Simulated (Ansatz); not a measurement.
Consider Os in the hcp (Mg type) structure (space group P6_3/mmc, No. 194; a = 2.729 Å, c = 4.309 Å; relaxed with 0.1 eV smearing). Axes: x lies along a and z along c of the hexagonal cell.

Level of theory: PBEsol, PAW, 420 eV (Ansatz, an electronic-structure program; no spin-orbit coupling).

Modification: the cell is compressed by 2.00 % along z with no lateral relaxation; the atoms relax in the strained cell.

Predict the stress tensor and what it implies for the stiffness.

Stress of the strained cell less that of the base (GPa, compression positive):
```
    5.2     0.0     0.0
    0.0     5.2     0.0
    0.0     0.0    19.0
```

Then −Δσ_ii/ε with ε = -0.0200 gives secant stiffness values (nonlinear terms included at this strain): C33 ≈ 948 GPa, C13 ≈ 262 GPa and C23 ≈ 262 GPa.

As a check, the harmonic strain energy −½ V₀ Δσ:ε is 16 meV/atom; the computed energy rise is 16 meV/atom.

Whether these cells are dynamically stable was not tested. The final runs are not spin-polarised.
